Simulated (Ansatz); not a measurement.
Rock-salt LaSe was calculated with BLYP in Ansatz (PAW).

Numerical settings: plane-wave cutoff 520 eV, 16×16×16 k mesh, Fermi–Dirac smearing 0.05 eV, scalar-relativistic PAW data made under PBE.

Computed at the level's own relaxed cell.

### Question
Give the computed equilibrium volume per atom, bulk modulus B0, equilibrium lattice constant a and pressure derivative B′ of the bulk modulus.

### Answer

- equilibrium volume per atom: 30.16 Å³/atom
- bulk modulus B0: 59.3 GPa
- equilibrium lattice constant a: 6.225 Å
- pressure derivative B′ of the bulk modulus: 4.6

The run finds no gap.

Note: the volume lies 9 % above that of the published cell.

Spin–orbit coupling is not included; it can open a gap where bands touch, and shift volumes and moduli.

Static lattice: no zero-point or thermal effects.

Computing time: roughly 2.7 core-minutes.

Ansatz is a program for electronic structure.
